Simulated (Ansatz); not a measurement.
Input:

```
NaF
1.0
    0.01991     2.31454     2.31454
    2.31454     0.01991     2.31454
    2.33444     2.33444     0.00000
Na F
1 1
Cartesian
  0.00000   0.00000   0.00000
  2.33444   2.33444   2.31454
```

No spin polarisation.

Method: PBEsol/PAW in Ansatz (an electronic-structure program), without spin-orbit coupling. Settings: 12×12×12 k-points, 0.05 eV Fermi–Dirac smearing.

Task: Estimate the electron mass.

Result: 0.56 mₑ (at Γ).

Task: Estimate the band gap.

Result: 6.17 eV.

Task: Estimate the stress (xx, yy, zz, yz, xz, xy; compression positive).

Result: (0.00, 0.00, -0.01, 0.00, 0.00, -0.47) GPa.

Task: Estimate the valence-band top at Γ (three highest levels, from the VBM).

Result: 0.00, -0.02, -0.05 eV.

The cells carry an imposed strain or load. Effective masses come from finite differences of ±0.01 Å⁻¹. Stability against distortions was not tested. The cell was made from NaF in the rock salt structure (space group Fm-3m, No. 225) by this change: tensor shear ε_xy = +0.86 %.
